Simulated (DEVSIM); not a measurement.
System: Au/SiO2/p-InP capacitor, at 300 K.

```csv
layer (left to right),material,thickness (nm),Na (cm⁻³)
1,SiO2,43.0,-
2,InP,2300,7.1e16
```

Metal gate on the left, work function 5.1 eV. Fixed charge at the semiconductor interface 1.2e10 cm⁻² (in units of +e); no interface traps.

The device is made up for the run: typed textbook-type constants, with dimensions and the other settings drawn at random. Values at 300 K; Nc and Nv go as T^1.5, mobilities as T to minus their exponent, the gap by Varshni's rule with the affinity fixed.

```
parameter         SiO2       InP
----------------  ----  --------
gap (eV)             9     1.344
affinity (eV)      0.9      4.38
permittivity       3.9      12.5
Nc (cm⁻³)            -    5.7e17
Nv (cm⁻³)            -    1.1e19
Varshni α (eV/K)     -  0.000363
Varshni β (K)        -       162
```

DEVSIM, 1D Poisson equation in equilibrium, Boltzmann statistics, complete ionisation; no quantum confinement or tunnelling. Metal contacts follow the ideal Schottky-Mott rule: no Fermi-level pinning, no interface dipoles.

The temperature was swept, all else fixed.

| temperature (K) | flat-band voltage (V) | minimum of the low-frequency capacitance (μF/cm²) |
|---|---|---|
| 250 | -0.56 | 0.0392 |
| 300 | -0.52 | 0.0404 |
| 350 | -0.47 | 0.0408 |
| 400 | -0.43 | 0.0421 |
| 450 | -0.38 | 0.0428 |
| 500 | -0.33 | ___ |

Q: Complete the blanks.

A: 
- 500, minimum of the low-frequency capacitance (μF/cm²): 0.0441
